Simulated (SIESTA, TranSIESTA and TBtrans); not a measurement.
Run with TranSIESTA and TBtrans (open boundaries, self-consistent; PseudoDojo norm-conserving potentials, scalar-relativistic): Spin polarized, PAO.BasisSize DZP, PAO.EnergyShift 0.15 eV, XC.Authors PBE, Mesh.Cutoff 200 Ry, ElectronicTemperature 300 K, TS.Voltage 0.0 eV, TBT.Elecs.Eta 0.001 eV.

System: Rh chain with one S atom inserted. Leads: straight Rh chain, spacing 2.185 Å. Geometry: as built, not relaxed. Transport runs along z; the first 6 and the last 6 of the 21 atoms are the lead cells, repeated to infinity.

```xyz
21
Lattice="9.000 0.000 0.000 0.000 9.000 0.000 0.000 0.000 45.915" Properties=species:S:1:pos:R:3 pbc="F F T"
Rh     4.500     4.500     0.000
Rh     4.500     4.500     2.185
Rh     4.500     4.500     4.370
Rh     4.500     4.500     6.555
Rh     4.500     4.500     8.740
Rh     4.500     4.500    10.925
Rh     4.500     4.500    13.110
Rh     4.500     4.500    15.295
Rh     4.500     4.500    17.480
Rh     4.500     4.500    19.665
S      4.500     4.500    21.865
Rh     4.500     4.500    24.065
Rh     4.500     4.500    26.250
Rh     4.500     4.500    28.435
Rh     4.500     4.500    30.620
Rh     4.500     4.500    32.805
Rh     4.500     4.500    34.990
Rh     4.500     4.500    37.175
Rh     4.500     4.500    39.360
Rh     4.500     4.500    41.545
Rh     4.500     4.500    43.730
```
Starting moments (μB): atom 7 +1.5, atom 8 +1.5, atom 9 +1.5, atom 10 +1.5, atom 12 +1.5, atom 13 +1.5, atom 14 +1.5, atom 15 +1.5; lead atoms +1.5 (left) and +1.5 (right).

**Question.** Predict: conductance at 300 K (G0 = 2e²/h); mean T from −0.5 to 0.5 eV.

**Answer.** conductance at 300 K (G0 = 2e²/h): 2.68; mean T from −0.5 to 0.5 eV: 2.66. The magnetic order of the leads was set by the start, and no other order was tried; the separate lead runs end at 0.49 (left) and 0.49 (right) μB an atom. The straight chain is held at its spacing; free chains may zigzag or dimerise.
